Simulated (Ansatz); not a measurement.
The starting structures come from a database of crystals and need not be the phases stable at ambient conditions.

The decay constant κ of evanescent states in the gap governs leakage through a thin film.

Here is the system:

```yaml
crystal:
  lattice:
    - [6.75991, 0.00000, 0.00000]
    - [0.00000, 9.55995, 0.00000]
    - [3.37995, 4.77998, 3.37995]
  atoms:
    - { symbol: Cs, position: [0.50000, 0.75000, 0.00000] }
    - { symbol: Cs, position: [0.50000, 0.25000, 0.00000] }
    - { symbol: Tl, position: [0.00000, 0.50000, 0.00000] }
    - { symbol: Tl, position: [0.00000, 0.00000, 0.00000] }
    - { symbol: F, position: [0.00000, 0.77234, 0.45532] }
    - { symbol: F, position: [0.00000, 0.22766, 0.54468] }
    - { symbol: F, position: [0.54468, 0.77234, 0.45532] }
    - { symbol: F, position: [0.45532, 0.22766, 0.54468] }
    - { symbol: F, position: [0.00000, 0.77234, 0.00000] }
    - { symbol: F, position: [0.00000, 0.22766, 0.00000] }
```

Space group of this cell: Fm-3m. The cell is taken as given.

Transport runs along the normal of the first two printed cell vectors, the (110) plane of the conventional cell.

The gap is the functional's own, uncorrected, and κ follows it; spin-orbit coupling is left out. Mid-gap values are interpolated between the computed energies.

**Question.** Predict the band gap and the smallest decay constant κ at mid-gap from r2SCAN run with Ansatz (an electronic-structure program).

**Answer.** Gap 2.49 eV on a 10×10×10 mesh; κ = 0.306 1/Å, at (0.000, 0.500) of the in-plane reciprocal vectors. At the zone centre, at the nearest computed energy, the slowest state has κ = 0.35 1/Å.
